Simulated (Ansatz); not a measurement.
The parent structure is IrO₂ in the rutile structure (space group P4_2/mnm, No. 136; a = 4.529 Å, c = 3.180 Å).

(Cell as relaxed with PBE.)

Levels (all Ansatz, a first-principles code, PAW, earlier PAW set): PBE (420 eV, no spin-orbit coupling); PBEsol (420 eV, without spin-orbit coupling).

Each level relaxes its own structure.

| quantity | PBE | PBEsol |
|---|---|---|
| volume per atom | 10.87 Å³ | … |
| lattice parameter a | 4.529 Å | … |
| lattice parameter c | 3.180 Å | … |
| band gap | zero | … |

Problem. What does PBEsol give?

Solution. 
- volume per atom, PBEsol: 10.51 Å³
- lattice parameter a, PBEsol: 4.472 Å
- lattice parameter c, PBEsol: 3.154 Å
- band gap, PBEsol: zero

PBE's volume per atom lies 0.36 Å³ above PBEsol's (3.4 %); PBE's lattice parameter a lies 0.057 Å above PBEsol's (1.3 %); PBE's lattice parameter c lies 0.026 Å above PBEsol's (0.8 %); the two agree on the band gap. Neither level is exact; PBEsol is the comparison here, not a measurement.

Stability against distortions was not tested. No Hubbard U is applied, and correlation can decide whether such a compound is a metal. All final runs are without spin polarisation.
